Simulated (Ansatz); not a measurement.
The starting structures come from a database of crystals and need not be the phases stable at ambient conditions.

 Where the default PAW files enter, the runs use the earlier of Ansatz's two default sets.

Data:

```
CELL_PARAMETERS angstrom
      5.09557     0.00000     0.00000
      2.40887     6.65273     0.00000
      0.06906    -1.87005     4.73952
ATOMIC_POSITIONS crystal
  Al 0.50000 0.00000 0.50000
  Al 0.50000 0.50000 0.50000
  H  0.28060 0.25000 0.28060
  H  0.71940 0.75000 0.71940
  S  0.86912 0.25000 0.86912
  S  0.13088 0.75000 0.13088
  O  0.80466 0.34954 0.17928
  O  0.19534 0.65046 0.82072
  O  0.17928 0.15046 0.80466
  O  0.82072 0.84954 0.19534
  O  0.74151 0.08336 0.76055
  O  0.25849 0.91664 0.23945
  O  0.76055 0.41664 0.74151
  O  0.23945 0.58336 0.25849
  O  0.41522 0.25000 0.41522
  O  0.58478 0.75000 0.58478
```

Space group of this cell: C2/c. The cell is taken as given; by r2SCAN its mean pressure is -5.0 GPa.

Transport runs along the normal of the first two printed cell vectors.

No gap correction and no spin-orbit coupling; mid-gap values are interpolated between computed energies.

Question: Compute, with Ansatz (a quantum-chemistry and plane-wave program) with r2SCAN, the band gap and the smallest decay constant κ at mid-gap.

Answer: Gap 6.49 eV on a 6×6×6 mesh; κ = 0.470 1/Å, at the zone centre.
